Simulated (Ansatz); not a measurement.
The starting structures come from a database of crystals and need not be the phases stable at ambient conditions.

 Where the default PAW files enter, the runs use the earlier of Ansatz's two default sets.

Input:

```
N2OSi2
1.0
    5.22786     0.00000     0.00000
   -2.33038     4.67973     0.00000
    0.00000     0.00000     4.85861
Si N O
4 4 2
Cartesian
  3.45314   0.12486   1.31523
 -0.55567   4.55487   3.74453
 -1.42752   3.14674   1.31523
  4.32500   1.53299   3.74453
  3.21245   0.44757   2.98814
 -0.31498   4.23216   0.55884
 -1.03135   3.07514   2.98814
  3.92883   1.60459   0.55884
  2.29272   3.70297   1.07516
  0.60476   0.97675   3.50447
```

Space group of this cell: Cmc2_1. The cell is taken as given; by PBEsol its mean pressure is 2.2 GPa.

The numbers are results of PBEsol (plane waves, PAW; Ansatz, an electronic-structure program), not measurements.

The current runs along the normal of the first two printed vectors; no spin-orbit coupling. Scaled by the factor s: the length along the current (ions clamped). Meshes 6×6×6 and 6×6 across the current in all rows.

```tsv
s	mean pressure (GPa)	band gap (eV)
0.97	9.5	?
1.00	2.2	4.99
1.03	-3.7	4.68
```

Question: Take the slope of the band gap against ln s from the two given rows, extrapolate to s = 0.97, and say what the run there gives.

Answer: Slope = (4.68 − 4.99) / ln 1.03 = -10.5 eV. The line gives 4.99 + (-10.5) × ln 0.97 = 5.31 eV. The run gives 5.24 eV, 0.07 eV under the line, 22 % of the predicted step.
